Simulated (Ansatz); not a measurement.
## GaN, response to strain

The reference is GaN in the wurtzite structure (space group P6_3mc, No. 186; a = 3.1831 Å, c = 5.1836 Å). Axes: x lies along a and z along c of the hexagonal cell.

Strains are applied to the cell and any free atomic positions relax; under biaxial strain the out-of-plane vector relaxes too.

The values are results of Ansatz (a quantum-chemistry and plane-wave program), r2SCAN, PAW, cutoff 500 eV, without spin-orbit coupling, not measurements.

Notes on the quantities. pressure: mean of the normal stresses, compression positive.

```csv
change,electron mass,band gap,pressure,shortest interatomic distance
base,"0.17 mₑ along c, 0.19 mₑ across (at Γ)",2.35 eV,0.00 GPa,1.946 Å
"biaxial strain −1.22 %, plane normal [001], relaxed out of plane","0.17 mₑ out of plane, 0.20 mₑ in plane (at Γ)",2.40 eV,3.83 GPa,1.931 Å
"biaxial strain +1.53 %, plane normal [001], relaxed out of plane","0.17 mₑ out of plane, 0.18 mₑ in plane (at Γ)",2.17 eV,-4.33 GPa,1.957 Å
"biaxial strain +3.84 %, plane normal [001], relaxed out of plane",0.16 mₑ (at Γ),1.84 eV,-9.88 GPa,1.961 Å
isotropic strain −1.95 %,"0.19 mₑ along c, 0.21 mₑ across (at Γ)",2.76 eV,13.20 GPa,1.908 Å
isotropic strain +5.67 %,"0.098 mₑ along c, 0.11 mₑ across (at Γ)",1.21 eV,-22.64 GPa,2.055 Å
uniaxial strain ε_xx = +1.26 %,"0.17 mₑ along z, 0.18 mₑ across (at Γ)",2.25 eV,-2.41 GPa,1.952 Å
uniaxial strain ε_yy = +5.01 %,"0.17 mₑ along x, 0.16 mₑ along y, 0.15 mₑ along z (at Γ)",1.91 eV,-8.68 GPa,1.971 Å
tensor shear ε_yz = −0.86 %,"0.17 mₑ along z, 0.19 mₑ across (at Γ)",2.31 eV,0.00 GPa,1.942 Å
tensor shear ε_yz = −2.01 %,"0.17 mₑ along z, 0.19 mₑ across (at Γ)",2.24 eV,0.01 GPa,1.938 Å
```

Effective masses come from finite differences of ±0.01 Å⁻¹. No phonon test of stability was made.
